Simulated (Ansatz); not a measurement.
**MgS under a change: Mg → Ba**

The reference is MgS in the rock salt structure (space group Fm-3m, No. 225; a = 5.182 Å).

Now apply this change: full substitution Mg → Ba; the structure is relaxed again.

The values are results of PBEsol/PAW in Ansatz (a quantum-chemistry and plane-wave program), without spin-orbit coupling, earlier PAW set, not measurements. k-mesh 9×9×9 (Γ-centred); smearing 0.05 eV (Fermi–Dirac), for the changed cell.

| quantity | base | changed | shift |
|---|---|---|---|
| volume per atom | 17.39 Å³ | 31.74 Å³ | +14.345 Å³ |
| density | 2.69 g/cm³ | 4.43 g/cm³ | +1.74 g/cm³ |
| shortest interatomic distance | 2.591 Å | 3.166 Å | +0.575 Å |
| band gap | 2.73 eV | 2.04 eV | -0.69 eV |
| gap character | indirect, Γ → X | indirect, Γ → X | – |
| smallest direct gap | 3.69 eV | 2.13 eV | -1.56 eV |
| electron mass | 0.53 mₑ along k, 0.29 mₑ across (at X) | 1.3 mₑ along k, 0.32 mₑ across (at X) | – |
| hole mass (degenerate bands, along [100]) | 0.24, 0.91, 0.91 mₑ (at Γ) | 0.21, 2.6, 2.6 mₑ (at Γ) | – |

Masses are band curvatures over ±0.01 Å⁻¹ around the edge. Along k means along the line from Γ to the band edge. Stability against distortions was not tested.
